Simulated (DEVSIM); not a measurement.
System: Cr/Si3N4/p-GaAs capacitor, at 400 K.

```csv
layer (left to right),material,thickness (nm),Na (cm⁻³)
1,Si3N4,9.80,-
2,GaAs,1100,1.8e17
```

Metal gate on the left, work function 4.5 eV. Fixed charge at the semiconductor interface -1.2e10 cm⁻² (in units of +e); no interface traps.

This is a model device: material constants are rounded textbook-type values typed into the input, and sizes, dopings and lifetimes were drawn at random. Values at 300 K; Nc and Nv go as T^1.5, mobilities as T to minus their exponent, the gap by Varshni's rule with the affinity fixed.

| parameter | Si3N4 | GaAs |
|---|---|---|
| gap (eV) | 5.1 | 1.424 |
| affinity (eV) | 2.1 | 4.07 |
| permittivity | 7.5 | 12.9 |
| Nc (cm⁻³) | - | 4.7e17 |
| Nv (cm⁻³) | - | 9e18 |
| Varshni α (eV/K) | - | 0.000541 |
| Varshni β (K) | - | 204 |

Simulated with DEVSIM: 1D Poisson equation in equilibrium, Boltzmann statistics, complete ionisation; no quantum confinement or tunnelling. Metal contacts follow the ideal Schottky-Mott rule: no Fermi-level pinning, no interface dipoles.

### Question
Tabulate band edges, carrier densities and field at 0.2 V on the gate.

### Answer
Energies count from the Fermi level of the right contact; mesh points crowd at the junctions.

```json
[
 {"x (μm)": "0.000", "Ec (eV)": "2.200", "Ev (eV)": "-2.900", "n (cm⁻³)": "< 1e2", "p (cm⁻³)": "< 1e2", "field (V/cm)": "320000"},
 {"x (μm)": "0.001099", "Ec (eV)": "2.235", "Ev (eV)": "-2.865", "n (cm⁻³)": "< 1e2", "p (cm⁻³)": "< 1e2", "field (V/cm)": "320000"},
 {"x (μm)": "0.002986", "Ec (eV)": "2.294", "Ev (eV)": "-2.806", "n (cm⁻³)": "< 1e2", "p (cm⁻³)": "< 1e2", "field (V/cm)": "320000"},
 {"x (μm)": "0.005820", "Ec (eV)": "2.384", "Ev (eV)": "-2.716", "n (cm⁻³)": "< 1e2", "p (cm⁻³)": "< 1e2", "field (V/cm)": "320000"},
 {"x (μm)": "0.008650", "Ec (eV)": "2.473", "Ev (eV)": "-2.627", "n (cm⁻³)": "< 1e2", "p (cm⁻³)": "< 1e2", "field (V/cm)": "320000"},
 {"x (μm)": "0.009771", "Ec (eV)": "2.508", "Ev (eV)": "-2.592", "n (cm⁻³)": "< 1e2", "p (cm⁻³)": "< 1e2", "field (V/cm)": "280000"},
 {"x (μm)": "0.01092", "Ec (eV)": "0.559", "Ev (eV)": "-0.818", "n (cm⁻³)": "6.5e10", "p (cm⁻³)": "6.9e8", "field (V/cm)": "180000"},
 {"x (μm)": "0.01434", "Ec (eV)": "0.619", "Ev (eV)": "-0.758", "n (cm⁻³)": "1.2e10", "p (cm⁻³)": "3.9e9", "field (V/cm)": "170000"},
 {"x (μm)": "0.02024", "Ec (eV)": "0.715", "Ev (eV)": "-0.662", "n (cm⁻³)": "7.1e8", "p (cm⁻³)": "6.3e10", "field (V/cm)": "160000"},
 {"x (μm)": "0.03224", "Ec (eV)": "0.883", "Ev (eV)": "-0.494", "n (cm⁻³)": "5400000", "p (cm⁻³)": "8.3e12", "field (V/cm)": "130000"},
 {"x (μm)": "0.05667", "Ec (eV)": "1.114", "Ev (eV)": "-0.264", "n (cm⁻³)": "6700", "p (cm⁻³)": "6.6e15", "field (V/cm)": "64000"},
 {"x (μm)": "0.1284", "Ec (eV)": "1.227", "Ev (eV)": "-0.150", "n (cm⁻³)": "250", "p (cm⁻³)": "1.8e17", "field (V/cm)": "370"},
 {"x (μm)": "0.2522", "Ec (eV)": "1.228", "Ev (eV)": "-0.150", "n (cm⁻³)": "250", "p (cm⁻³)": "1.8e17", "field (V/cm)": "≈ 0"},
 {"x (μm)": "0.5043", "Ec (eV)": "1.228", "Ev (eV)": "-0.150", "n (cm⁻³)": "250", "p (cm⁻³)": "1.8e17", "field (V/cm)": "≈ 0"},
 {"x (μm)": "0.8662", "Ec (eV)": "1.228", "Ev (eV)": "-0.150", "n (cm⁻³)": "250", "p (cm⁻³)": "1.8e17", "field (V/cm)": "≈ 0"},
 {"x (μm)": "0.9866", "Ec (eV)": "1.228", "Ev (eV)": "-0.150", "n (cm⁻³)": "250", "p (cm⁻³)": "1.8e17", "field (V/cm)": "≈ 0"},
 {"x (μm)": "1.050", "Ec (eV)": "1.228", "Ev (eV)": "-0.150", "n (cm⁻³)": "250", "p (cm⁻³)": "1.8e17", "field (V/cm)": "≈ 0"},
 {"x (μm)": "1.081", "Ec (eV)": "1.228", "Ev (eV)": "-0.150", "n (cm⁻³)": "250", "p (cm⁻³)": "1.8e17", "field (V/cm)": "≈ 0"},
 {"x (μm)": "1.099", "Ec (eV)": "1.228", "Ev (eV)": "-0.150", "n (cm⁻³)": "250", "p (cm⁻³)": "1.8e17", "field (V/cm)": "≈ 0"},
 {"x (μm)": "1.105", "Ec (eV)": "1.228", "Ev (eV)": "-0.150", "n (cm⁻³)": "250", "p (cm⁻³)": "1.8e17", "field (V/cm)": "≈ 0"},
 {"x (μm)": "1.108", "Ec (eV)": "1.228", "Ev (eV)": "-0.150", "n (cm⁻³)": "250", "p (cm⁻³)": "1.8e17", "field (V/cm)": "≈ 0"},
 {"x (μm)": "1.110", "Ec (eV)": "1.228", "Ev (eV)": "-0.150", "n (cm⁻³)": "250", "p (cm⁻³)": "1.8e17", "field (V/cm)": "≈ 0"}
]
```
